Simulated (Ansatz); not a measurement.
Defect: Cu-vacancy pair (Cu on one host Ti site, one Ti site vacant) in rock-salt TiN, neutral cell. Level of theory: PBE, PAW (plane waves to 420 eV; Ansatz, an electronic-structure program).

Cell of 64 host sites held at the relaxed PBE lattice; a 2×2×2 k-point mesh shifted by half a step; Fermi-Dirac width 0.10 eV, spin-restricted; finite-size errors left in. No zero-point or tunnelling terms. Forms of the defect that were not tried may lie lower.

Barriers: single points on a 4×4×4 k-point mesh shifted by half a step at the bands' geometries.

Relaxed starting cell (atoms counted from 1):

```xyz
63
Lattice="8.4938 0.0000 0.0000 0.0000 8.4938 0.0000 0.0000 0.0000 8.4938" Properties=species:S:1:pos:R:3 pbc="T T T"
Cu    -0.0019     0.4173     0.4216
Ti    -0.0024     0.0692     4.2008
Ti    -0.0023     4.1943     0.0728
Ti    -0.0026     4.1775     4.1838
Ti     4.2442     0.0102     0.0139
Ti     4.2440    -0.0120     4.2449
Ti     4.2440     4.2385    -0.0071
Ti     4.2443     4.2502     4.2553
N      2.1470    -0.0209    -0.0158
N      2.1162    -0.0037     4.2433
N      2.1162     4.2383     0.0012
N      2.1142     4.2374     4.2423
N      6.3415    -0.0208    -0.0158
N      6.3724    -0.0037     4.2433
N      6.3724     4.2383     0.0011
N      6.3745     4.2373     4.2423
Ti    -0.0028     2.0597     6.4053
Ti    -0.0028     6.3995     2.0637
Ti    -0.0025     6.4066     6.4130
Ti     4.2445     2.1060     2.1101
Ti     4.2445     2.1193     6.3812
Ti     4.2446     6.3757     2.1245
Ti     4.2443     6.3558     6.3600
N      2.1515     2.1198     2.1249
N      2.1167     2.1147     6.3684
N      2.1168     6.3635     2.1196
N      2.1152     6.3612     6.3662
N      6.3373     2.1198     2.1248
N      6.3719     2.1146     6.3683
N      6.3719     6.3635     2.1196
N      6.3733     6.3612     6.3662
Ti     2.0853     0.0335     2.1174
Ti     2.0796    -0.0071     6.3893
Ti     2.0586     4.1908     2.1235
Ti     2.1095     4.2371     6.3635
Ti     6.4034     0.0335     2.1173
Ti     6.4090    -0.0071     6.3893
Ti     6.4301     4.1908     2.1236
Ti     6.3792     4.2370     6.3634
N     -0.0027    -0.0977     2.2484
N     -0.0026    -0.0209     6.3062
N     -0.0025     4.2950     2.1285
N     -0.0026     4.2464     6.3559
N      4.2443     0.0000     2.1188
N      4.2443    -0.0009     6.3761
N      4.2443     4.2375     2.1191
N      4.2443     4.2335     6.3728
Ti     2.0879     2.1114     0.0395
Ti     2.0601     2.1187     4.1937
Ti     2.0809     6.3860    -0.0021
Ti     2.1106     6.3583     4.2418
Ti     6.4009     2.1114     0.0397
Ti     6.4285     2.1188     4.1935
Ti     6.4078     6.3860    -0.0019
Ti     6.3780     6.3582     4.2416
N     -0.0027     2.2435    -0.0930
N     -0.0026     2.1237     4.3001
N     -0.0026     6.3011    -0.0155
N     -0.0026     6.3506     4.2513
N      4.2443     2.1142     0.0046
N      4.2444     2.1144     4.2425
N      4.2443     6.3710     0.0037
N      4.2443     6.3677     4.2385
```

End state 1 differs by these moves (Å; atoms that move under 0.08 Å are left out):

```
atom  element    Δx    Δy    Δz
----  -------  ----  ----  ----
1          Cu  0.00  1.27  1.27
```

Problem. Give the forward and backward barriers to end state 1 at the level PBE, PAW.

Solution. forward 0.26 eV, backward 0.26 eV; at the saddle point atom 1 has neighbours 2 N at 1.77 Å. The saddle point's order was not checked, and it lies on a symmetry element of the cell, where a band can be held.
